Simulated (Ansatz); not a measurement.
Rock-salt TaC: LDA at its full settings (plane-wave cutoff 520 eV, 22×22×22 k mesh, Fermi–Dirac smearing 0.05 eV, scalar-relativistic PAW data made under PBE) and at cheaper ones, in a cell of 2 atoms with Γ-centred meshes.

| level and setting | lattice parameter a (Å) | bulk modulus (GPa) |
|---|---|---|
| LDA (Ansatz) | 4.414 | 359 |
| LDA (Γ point alone) (Ansatz) | 5.042 | 119 |
| LDA (2×2×2 k mesh) (Ansatz) | 4.461 | 351 |
| LDA (4×4×4 k mesh) (Ansatz) | 4.419 | 357 |

Largest shifts from the full settings: lattice constant a +14.2 % (LDA (Γ point alone)), against a difference of -0.94 % of the full result from the reference 4.456 Å (measured, 300 K, not corrected to a static lattice; as tabulated in Wikipedia's data pages); bulk modulus -67 % (LDA (Γ point alone)), against a difference of +17.7 % of the full result from the reference 305 ± 5 GPa (measured, room temperature, not corrected to a static lattice, sources range from 305 to 345; as tabulated in Speziale et al., equation of state of TaC (DESY record 425561)).

Ansatz's density-functional and Hartree–Fock values are scalar-relativistic unless marked +SOC, with PAW data made under PBE.

Run with cheap settings on purpose, which may leave them unconverged: LDA (2×2×2 k mesh), LDA (4×4×4 k mesh), LDA (Γ point alone).

Ansatz is an electronic-structure program.
